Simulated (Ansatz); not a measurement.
The parent structure is BN in the wurtzite structure (space group P6_3mc, No. 186).

```
CELL_PARAMETERS angstrom
      2.52320     0.00000     0.00000
     -1.26160     2.18516     0.00000
      0.00000     0.00000     4.17514
ATOMIC_POSITIONS crystal
  B  0.33333 0.66667 0.00030
  B  0.66667 0.33333 0.50030
  N  0.33333 0.66667 0.37470
  N  0.66667 0.33333 0.87470
```

Cartesian axes are those of the cell as printed.

Method: LDA/PAW in Ansatz (a first-principles code), scalar-relativistic without spin-orbit coupling.

One thing is altered: tensor shear ε_xz = +0.67 % (engineering shear γ = 0.0134), atoms relaxed at fixed cell.

Problem. Predict the stress tensor and what it implies for the stiffness.

Solution. Stress of the strained cell less that of the base (GPa, compression positive):
```
   0.00    0.00   -4.63
   0.00    0.03    0.00
  -4.63    0.00    0.05
```

Then −Δσ/γ with γ = 2ε = 0.0134 gives relaxed-ion elastic constants: C55 ≈ 345 GPa.

Whether these cells are dynamically stable was not tested.
